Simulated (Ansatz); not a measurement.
Functionals compared on a constructed model of the (0001) surface of hcp Re, a pseudomorphic layer of Mg in the host's stacking (bottom of the slab: a bare face, its two planes held), in Ansatz (plane waves, PAW). The structure was relaxed with PBE; the other rows are single points on it. Cutoff 420 eV (500 eV for r2SCAN).

Model: 7-atom slab, 13.8 Å thick at the start, 15x15x1 mesh, Fermi-Dirac 0.1 eV, dipole correction, 2 atoms held, the rest relaxed; held to the start's symmetry, so lower structures may exist; no spin, no spin-orbit, no U. It is one candidate, not shown to be the stable structure of the face. These notes are the PBE run's.

```
functional  work function of the top face (eV)          rough cost of the single point
----------  ----------------------------------  --------------------------------------
PBE                                       4.09                                       –
RPBE                                      4.02            very roughly 17 core-seconds
r2SCAN                                     [?]  about 40 core-seconds (a rough figure)
```

Question: What belongs in the gaps?

Answer: 
- r2SCAN, work function of the top face (eV): 4.18

Ansatz is a program for electronic structure.
